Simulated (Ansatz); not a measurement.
# Hypothetical rock salt BeTe: alloy series

The reference is BeTe in the rock salt structure (space group Fm-3m, No. 225; a = 5.360 Å; a hypothetical phase, not in the database extracts checked).

The other end (x = 1) is BeSn in the rock salt structure (space group Fm-3m, No. 225; a hypothetical phase, not in the database extracts checked): 18.26 Å³/atom, gap zero; this end may not be an ambient phase.

Sn replaces a fraction x of Te; each row is one arrangement (x, atoms in the cell, starting space group or random), fully relaxed.

Calculations: plane-wave PAW DFT at the PBE level (Ansatz, a program for electronic structure, 420 eV), without spin-orbit coupling.

Notes on the quantities. mixing energy: to 0.01 eV only: unlike meshes or grids; against an end that may be hypothetical.

| case | mixing energy | volume per atom |
|---|---|---|
| base | – | 19.25 Å³ |
| x(Sn) = 0.333, 6 atoms, Immm | +0.05 eV/atom | 18.75 Å³ |
| x(Sn) = 0.5, 8 atoms, C2/m | +0.02 eV/atom | 18.73 Å³ |
| x(Sn) = 0.5, 4 atoms, P4/mmm | +0.03 eV/atom | 18.47 Å³ |
| x(Sn) = 0.75, 8 atoms, Pm-3m | +0.02 eV/atom | 18.29 Å³ |

These are small ordered cells, not random alloys; other orderings at the same x differ. Whether these cells are dynamically stable was not tested. All final runs are without spin polarisation.
